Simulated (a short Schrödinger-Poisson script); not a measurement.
Stack: symmetric double-gate stack, Si3N4 on p-type Si(100), at 77 K.

| layer | material | thickness (nm) | Na (cm⁻³) |
|---|---|---|---|
| 1 | Si3N4 | 6.2 | - |
| 2 | Si | 2 | 9e15 |
| 3 | Si3N4 | 6.2 | - |

Constants are typed, rounded textbook-type inputs, not results; the design itself was drawn at random and stands for no fabricated device. Si3N4: permittivity 7.5, conduction-band edge (eV) 1.95, gap (eV) 5.1, electron mass (mₑ) 0.5. Si: permittivity 11.7, conduction-band edge (eV) 0, gap (eV) 1.124, Nv at 300 K (cm⁻³) 3.1e19.

Channel valleys (confinement mass, in-plane density-of-states mass, number): Δ2 0.916, 0.19, 2; Δ4 0.19, 0.417, 4. At the gates, both at one voltage, the conduction-band edge of layer 1 lies 2.29 eV − eVg above the Fermi level of the channel. Gaps are held at their typed values at every temperature. Mesh 0.03 nm at interfaces.

From a short Schrödinger-Poisson script (our own, NumPy): 1D Poisson equation in equilibrium, electrons classical, Boltzmann, parabolic valleys, classical holes, full ionisation, no traps, pinning or gate leakage.

The same stack at other levels of the model or other numerical settings:

```tsv
run	sheet density of all electrons at Vg = 2.55 V (cm⁻²)	sheet density of all electrons at Vg = 0.75 V (cm⁻²)	capacitance of both gates at Vg = 2.55 V (μF/cm²)	rough cost against the base
base	2.89e13	5.18e12	2.12	about 1
electrons treated as classical, Fermi-Dirac	2.75e13	[?]	2.03	4
electrons treated as quantum, Hartree	[?]	[?]	1.87	10
mesh six times as coarse	2.86e13	5.14e12	2.10	about 1
```

Problem. Fill in the missing entries.

Solution. 
- electrons treated as quantum, Hartree, sheet density of all electrons at Vg = 2.55 V (cm⁻²): 2.46e13
- electrons treated as classical, Fermi-Dirac, sheet density of all electrons at Vg = 0.75 V (cm⁻²): 4.95e12
- electrons treated as quantum, Hartree, sheet density of all electrons at Vg = 0.75 V (cm⁻²): 3.59e12

The classical rows ignore confinement, and Boltzmann statistics overrate the density once the band edge passes the Fermi level.
